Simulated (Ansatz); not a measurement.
Take SiO₂ in the CdI2 type structure (space group P-3m1, No. 164; a = 2.686 Å, c = 4.602 Å; a hypothetical phase, not in the database extracts checked; layered, stacked along the Cartesian z axis) as the base.

Computed with PBE-D3(BJ), PAW, 420 eV (Ansatz, an electronic-structure program; no SOC), earlier PAW set.

Free-standing slabs (3 atom(s) a layer) normal to the stacking axis with 15 Å of vacuum; in-plane cell relaxed.

One change was made to it. Results:

```json
[
 {"quantity": "gap character", "base": "–", "after": "indirect, K–Γ (62 % along) → Γ"},
 {"quantity": "excess energy per area of both faces (slab less bulk energy over the cell's area: twice a surface energy)", "base": "–", "after": "0.37 J/m²"},
 {"quantity": "band gap", "base": "6.16 eV", "after": "6.45 eV"},
 {"quantity": "electron mass (in plane)", "base": "–", "after": "0.39 mₑ (at Γ)"}
]
```

### Question
What was done to the base?
A. 4 layers
B. 2 layers
C. 3 layers
D. 1 layer

### Answer
B, 2 layers. For comparison, the band gap in the other runs: 3 layers gives 6.34 eV; 4 layers gives 6.28 eV; 1 layer gives 6.72 eV.

Slab and bulk use different k-meshes, which limits the precision of the excess energy. Effective masses come from finite differences of ±0.01 Å⁻¹. No phonon test of stability was made.
